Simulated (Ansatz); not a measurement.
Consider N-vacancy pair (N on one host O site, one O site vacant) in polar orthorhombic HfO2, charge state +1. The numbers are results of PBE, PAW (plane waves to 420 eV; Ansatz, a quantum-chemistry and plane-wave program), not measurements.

Settings: 96 host sites, the relaxed PBE lattice, the Γ point alone, smearing 0.01 eV, spin-restricted, no image-charge correction. Energies are static. Spin-orbit coupling is left out. The host's phase is taken as given; its stability against other phases was not computed. The charge state is imposed; whether it is stable for some Fermi level was not computed. Forms of the defect that were not tried may lie lower. The start lies 0.53 eV above the lowest site run (PBE).

Barriers: single points on a 2×2×2 k-point mesh shifted by half a step at the bands' geometries.

The step: N and the vacancy change places (N-vacancy distance between ideal sites 2.55 Å throughout). Atoms about the jump, Cartesian Å from the middle of the jump, before and after:

```
atom     x0     y0     z0     x1     y1     z1
----  -----  -----  -----  -----  -----  -----
N1     0.27   0.94   0.26  -0.27  -0.94  -0.26
Hf2   -1.49   0.34   1.17  -1.55   0.04   1.06
Hf3    0.96   0.24  -1.55   0.96   0.00  -1.72
O4     2.19  -1.01  -0.29   2.35  -0.84  -0.35
O5    -0.15  -1.28   2.14  -0.18  -1.28   2.32
Hf6    1.38  -2.35   1.12   1.22  -2.15   0.95
Hf7    1.22   2.68   0.97   1.38   3.03   1.11
O8    -0.82   1.18  -2.37  -0.77   1.15  -2.33
O9    -2.30   1.92   0.25  -2.19   1.77   0.21
O10   -0.86   1.12   2.95  -0.73   1.22   2.62
O11    3.00   1.74   0.21   2.82   1.77   0.25
O12    2.57  -0.91   2.30   2.48  -0.84   2.22
O13   -0.14  -1.30  -2.56  -0.11  -1.31  -2.89
Hf14   0.94   0.08   3.54   0.91   0.13   3.53
O15    1.80   1.77   2.81   1.83   1.84   2.81
O16   -2.85  -0.85  -0.28  -3.06  -0.90  -0.23
O17    1.84   1.84  -2.32   1.80   1.81  -2.28
O18   -0.35   3.85  -0.28  -0.24   3.70  -0.22
Hf19  -1.71   2.84  -1.57  -1.69   2.80  -1.57
Hf20   3.93   0.11   1.02   3.91   0.12   0.97
Hf21  -1.84  -2.34  -1.62  -1.67  -2.19  -1.47
O22   -2.79  -0.91   2.31  -2.83  -0.93   2.33
```

### Question
Predict the transition state.

### Answer

| atom | x | y | z |
|---|---|---|---|
| N1 | 0.25 | 0.25 | 0.27 |
| Hf2 | -1.54 | 0.26 | 1.15 |
| Hf3 | 0.97 | 0.16 | -1.60 |
| O4 | 2.44 | -0.93 | -0.36 |
| O5 | -0.20 | -1.37 | 2.34 |
| Hf6 | 1.31 | -2.13 | 1.03 |
| Hf7 | 1.32 | 2.84 | 1.04 |
| O8 | -0.80 | 1.19 | -2.35 |
| O9 | -2.23 | 1.91 | 0.26 |
| O10 | -0.85 | 1.15 | 2.90 |
| O11 | 2.95 | 1.76 | 0.24 |
| O12 | 2.53 | -0.86 | 2.26 |
| O13 | -0.14 | -1.33 | -2.59 |
| Hf14 | 0.89 | 0.09 | 3.54 |
| O15 | 1.79 | 1.79 | 2.81 |
| O16 | -2.88 | -0.86 | -0.27 |
| O17 | 1.81 | 1.86 | -2.28 |
| O18 | -0.28 | 3.79 | -0.25 |
| Hf19 | -1.71 | 2.85 | -1.58 |
| Hf20 | 3.95 | 0.09 | 0.96 |
| Hf21 | -1.83 | -2.33 | -1.60 |
| O22 | -2.84 | -0.94 | 2.32 |
It lies 0.55 eV above the start and 1.07 eV above the end. The saddle point's order was not checked.
